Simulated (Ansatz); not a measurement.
Take W in the bcc (W type) structure (space group Im-3m, No. 229; a = 3.1688 Å; relaxed with 0.1 eV smearing) as the base. Axes: x, y, z lie along the cube axes.

Method: r2SCAN, PAW, 500 eV (Ansatz, a first-principles code; scalar-relativistic without spin-orbit coupling).

Strains are applied to the cell and any free atomic positions relax; under biaxial strain the out-of-plane vector relaxes too.

One change was made to it. Results:

| quantity | base | after |
|---|---|---|
| energy relative to the base (free energy F) | 0 meV/atom | +39 meV/atom |
| pressure (mean of the normal stresses, compression positive) | 0.0 GPa | 10.7 GPa |

**Question.** Which of these changes matches the shifts?
(A) biaxial strain −1.50 %, plane normal [001], relaxed out of plane
(B) biaxial strain −3.00 %, plane normal [001], relaxed out of plane
(C) biaxial strain −2.50 %, plane normal [001], relaxed out of plane

**Answer.** C, biaxial strain −2.50 %, plane normal [001], relaxed out of plane. For comparison, the energy relative to the base in the other runs: biaxial strain −3.00 %, plane normal [001], relaxed out of plane gives +56 meV/atom; biaxial strain −1.50 %, plane normal [001], relaxed out of plane gives +14 meV/atom.

Whether these cells are dynamically stable was not tested. All final runs are without spin polarisation.
